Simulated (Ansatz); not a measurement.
The Bader charge of H in a series of structures.

Cell A: a slab of CeO2 (fluorite, Fm-3m) cut along (111), 83 atoms, hexagonal cell of 11.59 Å (116.4 Å²), symmetry Cm, 9.2 Å thick under 16 Å of vacuum, in-plane vectors held at the crystal's; planes from bottom to top: O9 | Ce9 | O9 × 2 | Ce9 | O9 × 2 | Ce9 | O9 | H2, its two faces unlike (dipole correction applied); added, foreign or displaced atoms, above the top plane: H bound to 1 O at 1.07 Å; H bound to 1 Ce at 2.23 Å; spin state with PBE: no moments, k-point mesh 2×2×1.
```xyz
83
Lattice="11.5917 0.0000 0.0000 -5.7959 10.0387 0.0000 0.0000 0.0000 25.1973" Properties=species:S:1:pos:R:3 pbc="T T T"
Ce    -0.0050     2.2279     8.8151
Ce    11.5849     0.0091    11.9645
Ce     1.9937     1.0933    15.0728
O      1.9242     1.1147     8.0440
O     11.5881     0.0052     9.6154
O     -0.0036     2.2287    11.1637
O      1.9428     1.1019    12.7404
O     11.5886     0.0729    14.3407
O      0.2218     2.3589    16.1143
Ce    -1.9343     5.5715     8.8129
Ce     9.6643     3.3358    11.9645
Ce     0.0117     4.5262    15.0728
O     -0.0044     4.4553     8.0440
O      9.6624     3.3405     9.6154
O     -1.9377     5.5761    11.1376
O     -0.0063     4.4778    12.7404
O      9.7214     3.3071    14.3407
O     -1.9167     5.5970    15.8264
Ce    -3.8699     8.9240     8.8129
Ce     7.7347     6.6964    11.9445
Ce    -1.9261     7.8112    15.0745
O     -1.9345     7.8064     8.0440
O      7.7225     6.6894     9.6038
O     -3.8676     8.9188    11.1376
O     -1.9358     7.8056    12.7323
O      7.7189     6.6873    14.2755
O     -3.8390     8.9266    15.8264
Ce     3.8591     2.2318     8.8076
Ce     3.8622    -0.0027    11.9234
Ce     5.7840     1.1127    15.0637
O      5.7940     1.1178     8.0466
O      3.8590    -0.0018     9.5946
O      3.8632     2.2258    11.1297
O      5.7955     1.1192    12.7306
O      3.8759    -0.0049    14.2638
O      3.8744     2.2159    15.8230
Ce     1.9304     5.5724     8.8076
Ce     1.9279     3.3439    11.9437
Ce     3.8677     4.4638    15.0505
O      3.8584     4.4585     8.0419
O      1.9256     3.3426     9.6055
O      1.9273     5.5789    11.1297
O      3.8463     4.4515    12.7249
O      1.9158     3.3369    14.2731
O      1.9242     5.5936    15.8230
Ce    -0.0025     8.9219     8.8002
Ce    -0.0032     6.6923    11.9234
Ce     1.9237     7.7990    15.0637
O      1.9331     7.8051     8.0466
O     -0.0040     6.6891     9.5946
O     -0.0029     8.9216    11.1254
O      1.9351     7.8056    12.7306
O      0.0018     6.7053    14.2638
O     -0.0238     8.9095    15.8424
Ce     7.7308     2.2328     8.8140
Ce     7.7249    -0.0017    11.9301
Ce     9.5706     1.0640    15.1144
O      9.6630     1.1173     8.0436
O      7.7300     0.0013     9.5983
O      7.7219     2.2349    11.1346
O      9.6296     1.0980    12.7320
O      7.6958    -0.0185    14.2867
O      7.6511     2.2440    15.7918
Ce     5.7966     5.5775     8.8159
Ce     5.7941     3.3423    11.9364
Ce     7.7241     4.4599    15.0718
O      7.7311     4.4584     8.0461
O      5.7924     3.3571     9.6031
O      5.8067     5.5833    11.1609
O      7.7583     4.4427    12.7671
O      5.7707     3.3721    14.2549
O      5.8004     5.5797    15.8353
Ce     3.8671     8.9249     8.8140
Ce     3.8597     6.6929    11.9364
Ce     5.7925     7.8056    15.0718
O      5.7947     7.8123     8.0461
O      3.8716     6.6840     9.6031
O      3.8645     8.9161    11.1346
O      5.7946     7.8437    12.7671
O      3.8737     6.6577    14.2549
O      3.8369     8.8503    15.7918
H     -0.4649     1.9624    16.8313
H     10.1063     1.3733    17.2545
```

Cell B: a slab of CeO2 (fluorite, Fm-3m) cut along (111), 84 atoms, hexagonal cell of 11.59 Å (116.4 Å²), symmetry Cm, 9.1 Å thick under 16 Å of vacuum, in-plane vectors held at the crystal's; planes from bottom to top: O9 | Ce9 | O9 × 2 | Ce9 | O9 | Ce8GaO9 | H2O9 | H; added, foreign or displaced atoms, above the top plane and within the planes: OH bound through O to 2 Ce at 2.41 Å; GaH bound through Ga to 4 O at 2.00–2.09 Å; two times O bound to 2 Ce at 2.13–2.18 Å; H bound to 1 O at 0.97 Å; spin state with PBE: no moments, k-point mesh 2×2×1.
```xyz
84
Lattice="11.5917 0.0000 0.0000 -5.7959 10.0387 0.0000 0.0000 0.0000 24.8666" Properties=species:S:1:pos:R:3 pbc="T T T"
Ce     0.0047     2.2335     8.7949
Ce    11.6017     0.0045    11.9348
Ce     1.9789     1.0870    15.0701
O      1.9377     1.1231     8.0445
O     11.5993     0.0002     9.6025
O      0.0154     2.2397    11.1208
O      1.9291     1.0763    12.7446
O     11.4678     0.1228    14.3689
O      0.4566     2.4945    16.2976
Ce    -1.9385     5.5862     8.8167
Ce     9.6686     3.3527    11.9348
Ce    -0.0012     4.5165    15.0701
O      0.0095     4.4628     8.0445
O      9.6637     3.3527     9.6025
O     -1.9284     5.5994    11.1337
O     -0.0353     4.4787    12.7446
O      9.7042     3.1775    14.3689
O     -1.8838     5.5570    15.8167
Ce    -3.8593     8.9131     8.8167
Ce     7.7224     6.6894    11.9794
Ce    -1.9085     7.8214    15.0570
O     -1.9465     7.7995     8.0417
O      7.7165     6.6859     9.6166
O     -3.8428     8.9152    11.1337
O     -1.9552     7.7945    12.7731
O      7.6567     6.6514    14.3344
O     -3.8572     8.9751    15.8167
Ce     3.8696     2.2282     8.8024
Ce     3.8711    -0.0010    11.9407
Ce     5.8386     1.1579    15.1070
O      5.8021     1.1217     8.0439
O      3.8770    -0.0117     9.5934
O      3.8710     2.1926    11.1314
O      5.8409     1.1176    12.7811
O      3.8805    -0.0116    14.2750
O      3.8476     2.2416    15.7848
Ce     1.9325     5.5834     8.8024
Ce     1.9162     3.3372    11.9061
Ce     3.7671     4.4057    14.9885
O      3.8706     4.4655     8.0354
O      1.9460     3.3543     9.5945
O      1.9024     5.6023    11.1314
O      3.7897     4.4188    12.6615
O      1.8864     3.3200    14.2314
O      1.9331     5.5575    15.7848
Ce     0.0043     8.9258     8.8153
Ce     0.0027     6.6992    11.9407
Ce     1.9901     7.8236    15.1070
O      1.9405     7.8101     8.0439
O     -0.0035     6.7097     9.5934
O     -0.0034     8.9213    11.1585
O      1.9564     7.8458    12.7811
O     -0.0017     6.7127    14.2750
O      0.0344     8.9432    15.8077
Ce     7.7317     2.2329     8.8137
Ce     7.7408     0.0075    11.9531
Ga     9.6447     1.1067    14.6736
O      9.6637     1.1177     8.0459
O      7.7243    -0.0020     9.6089
O      7.7262     2.2336    11.1264
O      9.6749     1.1241    12.6735
O      7.9180     0.1098    14.3633
O      7.2779     2.5223    16.0169
Ce     5.8002     5.5796     8.8116
Ce     5.7953     3.3466    11.9336
Ce     7.7904     4.3741    15.0874
O      7.7249     4.4645     8.0452
O      5.7910     3.3587     9.6063
O      5.8086     5.5844    11.1863
O      7.8049     4.4341    12.7595
O      5.7322     3.4917    14.1935
O      5.7699     5.5621    16.1942
Ce     3.8677     8.9256     8.8137
Ce     3.8640     6.6918    11.9336
Ce     5.7513     7.9059    15.0874
O      5.7969     7.8040     8.0452
O      3.8723     6.6821     9.6063
O      3.8655     8.9205    11.1264
O      5.8105     7.8884    12.7595
O      3.9581     6.5646    14.1935
O      3.8913     8.3879    16.0169
H     -0.3515     2.0279    16.6049
H      9.7454     1.1649    16.2391
H      5.7020     5.5229    17.1626
```

Computed with Ansatz (plane waves, PAW), its default PAW set, cutoff 420 eV. The structures are at rest with PBE, within the held lattices. Neutral cells; Fermi-Dirac smearing of at most 0.05 eV in the solids, energies taken to zero width. Larger cells are relaxed from a start prepared with the learned potential CHGNet till forces fall under 0.03 eV/Å, which some starts already meet. No structure search was made; lower ones may exist. The runs are scalar-relativistic, without spin-orbit coupling. Runs with 4f elements can settle in higher electronic states, so these values are less sure. No correction for cell size. A dispersion term ran beside these levels; it doesn't touch the electrons. Electrons of density maxima off the nuclei are shared among the atoms. Mean over the atoms, with the range where they differ; positive means electrons lost.

Q: Predict the Bader charge of H (e) of each cell with PBE.

A: 
```json
[
 {"cell": "A", "PBE": "0.02 (-0.44 to 0.48)"},
 {"cell": "B", "PBE": "0.25 (-0.33 to 0.55)"}
]
```

With PBE the value of B exceeds that of A by 0.23 e.

Ansatz is an electronic-structure program.
